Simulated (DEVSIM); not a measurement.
System: abrupt GaAs p-n junction, at 350 K.

| layer (left to right) | material | thickness (μm) | Nd (cm⁻³) | Na (cm⁻³) | τn (s) | τp (s) |
|---|---|---|---|---|---|---|
| 1 | GaAs | 14.0 | - | 7.4e16 | 6.4e-8 | 6.4e-8 |
| 2 | GaAs | 80.0 | 1.7e17 | - | 6.4e-8 | 1.9e-7 |

Left contact: ohmic. Right contact: ohmic. Voltage is applied to the left contact. Recombination: SRH at mid-gap. Mobility is μmin + (μ − μmin)/(1 + (N/Nref)^α).

The device is made up for the run: typed textbook-type constants, with dimensions and the other settings drawn at random. Values at 300 K; Nc and Nv go as T^1.5, mobilities as T to minus their exponent, the gap by Varshni's rule with the affinity fixed.

```tsv
parameter	GaAs
gap (eV)	1.424
affinity (eV)	4.07
permittivity	12.9
Nc (cm⁻³)	4.7e17
Nv (cm⁻³)	9e18
μn (cm²/Vs)	8500
μp (cm²/Vs)	400
μn,min	500
μp,min	20
Nref,n	6e16
Nref,p	1.5e17
αn	0.39
αp	0.38
T exponent of μn	2.1
T exponent of μp	2.2
Varshni α (eV/K)	0.000541
Varshni β (K)	204
```

Model (solved in DEVSIM): 1D drift-diffusion, Boltzmann statistics, complete ionisation; no tunnelling, impact ionisation, image-force lowering or self-heating.

Question: Tabulate band edges, carrier densities and field at zero bias.

Answer: Energies count from the Fermi level of the right contact; mesh points crowd at the junctions.

```json
[
 {"x (μm)": "0.000", "Ec (eV)": "1.249", "Ev (eV)": "-0.152", "n (cm⁻³)": "< 1e2", "p (cm⁻³)": "7.4e16", "field (V/cm)": "≈ 0"},
 {"x (μm)": "0.05115", "Ec (eV)": "1.249", "Ev (eV)": "-0.152", "n (cm⁻³)": "< 1e2", "p (cm⁻³)": "7.4e16", "field (V/cm)": "≈ 0"},
 {"x (μm)": "0.2109", "Ec (eV)": "1.249", "Ev (eV)": "-0.152", "n (cm⁻³)": "< 1e2", "p (cm⁻³)": "7.4e16", "field (V/cm)": "≈ 0"},
 {"x (μm)": "0.7100", "Ec (eV)": "1.249", "Ev (eV)": "-0.152", "n (cm⁻³)": "< 1e2", "p (cm⁻³)": "7.4e16", "field (V/cm)": "≈ 0"},
 {"x (μm)": "3.283", "Ec (eV)": "1.249", "Ev (eV)": "-0.152", "n (cm⁻³)": "< 1e2", "p (cm⁻³)": "7.4e16", "field (V/cm)": "≈ 0"},
 {"x (μm)": "9.153", "Ec (eV)": "1.249", "Ev (eV)": "-0.152", "n (cm⁻³)": "< 1e2", "p (cm⁻³)": "7.4e16", "field (V/cm)": "≈ 0"},
 {"x (μm)": "12.46", "Ec (eV)": "1.249", "Ev (eV)": "-0.152", "n (cm⁻³)": "< 1e2", "p (cm⁻³)": "7.4e16", "field (V/cm)": "≈ 0"},
 {"x (μm)": "13.69", "Ec (eV)": "1.249", "Ev (eV)": "-0.152", "n (cm⁻³)": "< 1e2", "p (cm⁻³)": "7.4e16", "field (V/cm)": "≈ 0"},
 {"x (μm)": "13.92", "Ec (eV)": "1.127", "Ev (eV)": "-0.274", "n (cm⁻³)": "< 1e2", "p (cm⁻³)": "1.3e15", "field (V/cm)": "-44000"},
 {"x (μm)": "13.99", "Ec (eV)": "0.537", "Ev (eV)": "-0.864", "n (cm⁻³)": "1.1e10", "p (cm⁻³)": "4200000", "field (V/cm)": "-120000"},
 {"x (μm)": "14.03", "Ec (eV)": "0.147", "Ev (eV)": "-1.254", "n (cm⁻³)": "4.6e15", "p (cm⁻³)": "< 1e2", "field (V/cm)": "-62000"},
 {"x (μm)": "14.21", "Ec (eV)": "0.038", "Ev (eV)": "-1.363", "n (cm⁻³)": "1.7e17", "p (cm⁻³)": "< 1e2", "field (V/cm)": "≈ 0"},
 {"x (μm)": "14.71", "Ec (eV)": "0.038", "Ev (eV)": "-1.363", "n (cm⁻³)": "1.7e17", "p (cm⁻³)": "< 1e2", "field (V/cm)": "≈ 0"},
 {"x (μm)": "16.29", "Ec (eV)": "0.038", "Ev (eV)": "-1.363", "n (cm⁻³)": "1.7e17", "p (cm⁻³)": "< 1e2", "field (V/cm)": "≈ 0"},
 {"x (μm)": "24.46", "Ec (eV)": "0.038", "Ev (eV)": "-1.363", "n (cm⁻³)": "1.7e17", "p (cm⁻³)": "< 1e2", "field (V/cm)": "≈ 0"},
 {"x (μm)": "46.83", "Ec (eV)": "0.038", "Ev (eV)": "-1.363", "n (cm⁻³)": "1.7e17", "p (cm⁻³)": "< 1e2", "field (V/cm)": "≈ 0"},
 {"x (μm)": "78.36", "Ec (eV)": "0.038", "Ev (eV)": "-1.363", "n (cm⁻³)": "1.7e17", "p (cm⁻³)": "< 1e2", "field (V/cm)": "≈ 0"},
 {"x (μm)": "89.03", "Ec (eV)": "0.038", "Ev (eV)": "-1.363", "n (cm⁻³)": "1.7e17", "p (cm⁻³)": "< 1e2", "field (V/cm)": "≈ 0"},
 {"x (μm)": "92.96", "Ec (eV)": "0.038", "Ev (eV)": "-1.363", "n (cm⁻³)": "1.7e17", "p (cm⁻³)": "< 1e2", "field (V/cm)": "≈ 0"},
 {"x (μm)": "93.69", "Ec (eV)": "0.038", "Ev (eV)": "-1.363", "n (cm⁻³)": "1.7e17", "p (cm⁻³)": "< 1e2", "field (V/cm)": "≈ 0"},
 {"x (μm)": "93.92", "Ec (eV)": "0.038", "Ev (eV)": "-1.363", "n (cm⁻³)": "1.7e17", "p (cm⁻³)": "< 1e2", "field (V/cm)": "≈ 0"},
 {"x (μm)": "94.00", "Ec (eV)": "0.038", "Ev (eV)": "-1.363", "n (cm⁻³)": "1.7e17", "p (cm⁻³)": "< 1e2", "field (V/cm)": "≈ 0"}
]
```
